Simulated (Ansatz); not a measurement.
For BAs (model structure, Pm-3m, No. 221, 2 atoms in the cell), PBEsol (Ansatz, a quantum-chemistry and plane-wave program, PAW) gives:

```
Property                              Result
------------------------------  ------------
equilibrium lattice constant a       2.900 Å
cohesive energy                 3.60 eV/atom
```

What does r²SCAN+rVV10 in Ansatz (PAW) give for the same quantities?


- lattice constant a: 2.926 Å (rises by 0.9 %)
- cohesive energy: 3.03 eV/atom (falls by 0.57 eV/atom)

Changes are worked out from the printed values.

Unless a cell is named, each level is at its own relaxed cell (PBEsol 12.20, r²SCAN+rVV10 12.53 Å³/atom).

Ansatz's density-functional and Hartree–Fock values are scalar-relativistic unless marked +SOC, with PAW data made under PBE.

A model structure was made by putting elements into a prototype or built by hand; it is no filed structure, need not be a known phase, and can be a saddle point held by its symmetry.
